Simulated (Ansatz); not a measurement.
Input and output of a self-consistent single point for a (001) slab of Zr2Au (cut from a parent of space group no. 139; 6 atoms in the cell) (Ansatz, a quantum-chemistry and plane-wave program).

Method: PBEsol, default PAW files made with PBE (plane waves; Ansatz).

```xyz
6
Lattice="3.3103 0.0000 0.0000 0.0000 3.3103 0.0000 0.0000 0.0000 23.5755" Properties=species:S:1:pos:R:3 pbc="T T T"
Zr     1.6551     1.6551    16.5755
Zr     0.0000     0.0000     7.0000
Au     0.0000     0.0000    14.7092
Zr     0.0000     0.0000    10.7325
Zr     1.6551     1.6551    12.8430
Au     1.6551     1.6551     8.8663
```

Reference input (self-consistent single point, DFT, PBEsol, plane waves, default PAW files made with PBE): basis.ecutwfc = 420 eV; kpoints.mp_grid.grid = 9 9 1; hamiltonian.xc = pbesol; hamiltonian.pseudopotentials = {kind: paw} (the program's default PAW files); scf.occupations.method = fermi_dirac; scf.occupations.width = 0.1 eV. This run's input differs from it in these lines:

Ansatz 0.2 input:
```diff
@@ -16,3 +16,3 @@
 kpoints:
-  mp_grid: { grid: [9, 9, 1] }
+  mp_grid: { grid: [6, 6, 1] }
 hamiltonian:
```

Output (repeated stretches shortened):

```
SCF iter   1: F=—  HF=-42527.995784 eV  |F-HF|=—  |Δ(HF+E_count)|=         —  Δρ=3.82e-3  dr2=1.83e-1  ethr=1.77e-3  ⟨swp⟩=7.6  Hψ=1992  notcnv=0
all-band conjugate gradients solve this SCF's bands
preconditioner: auto → LDOS
SCF iter   2: F=—  HF=-42527.997948 eV  |F-HF|=—  |Δ(HF+E_count)|=   2.16e-3  Δρ=1.74e-3  dr2=1.11e-2  ethr=2.12e-4  ⟨swp⟩=2.4  Hψ=903  notcnv=0
   [... lines left out ...]
SCF iter   5: F=—  HF=-42527.996355 eV  |F-HF|=—  |Δ(HF+E_count)|=   1.10e-4  Δρ=6.83e-5  dr2=1.51e-5  ethr=8.60e-8  ⟨swp⟩=2.0  Hψ=861  notcnv=0
SCF iter   6: F=—  HF=-42527.996358 eV  |F-HF|=—  |Δ(HF+E_count)|=   3.76e-6  Δρ=1.84e-5  dr2=8.41e-7  ethr=1.76e-8  ⟨swp⟩=2.0  Hψ=781  notcnv=0
SCF iter   7: F=—  HF=-42527.996359 eV  |F-HF|=—  |Δ(HF+E_count)|=   4.29e-7  Δρ=7.21e-6  dr2=2.09e-7  ethr=1.16e-10  ⟨swp⟩=8.0  Hψ=2438  notcnv=0
SCF iter   8: F=-42527.996359 eV  HF=-42527.996359 eV  |F-HF|=1.45e-8  |Δ(HF+E_count)|=   1.95e-8  Δρ=2.20e-6  dr2=3.27e-8  ethr=1.16e-10  ⟨swp⟩=4.7  Hψ=1764  notcnv=0
SCF 1 converged in 8 iterations: F = -42527.996359 eV  dr2 = 3.27e-8
Free energy (F): -42527.996359 eV
Internal energy: -42527.713998 eV  (E = F + TS)
E sigma→0 (E₀):  -42527.855178 eV
Entropy (-TS):   -0.282361 eV (-47.060 meV/atom)
Fermi energy:    5.875715 eV
--- Forces (eV/Å), atoms counted from 1 ---
  atom   1  Zr     0.00000000     0.00000000    -0.58823586
  atom   2  Zr     0.00000000     0.00000000     0.58823586
  atom   3  Au     0.00000000     0.00000000     0.10360160
  atom   4  Zr     0.00000000     0.00000000    -0.10593723
  atom   5  Zr     0.00000000     0.00000000     0.10593723
  atom   6  Au     0.00000000     0.00000000    -0.10360160
--- Stress (GPa, compression-positive) ---
       -5.663725       0.000000       0.000000
        0.000000      -5.663725       0.000000
        0.000000       0.000000      -2.979052
  P = ⅓ Tr σ = -4.7688 GPa (-47.688 kbar)
  The stress holds the Pulay correction. Without it, at fixed plane waves, as pw.x and ABINIT print it: P = -4.7809 GPa
```

The run converged in 8 iterations. Against the reference run the free energy rises by 1.6 meV/atom and the largest force goes from 0.576 to 0.588 eV/Å.

The starting cell comes from a database of computed structures (which also holds hypothetical and non-ambient phases and stackings), without a prior relaxation at this level. The slab is cut from that crystal, and its faces are unrelaxed. Its lattice was rescaled by up to half a per cent. Spin-orbit coupling is off.
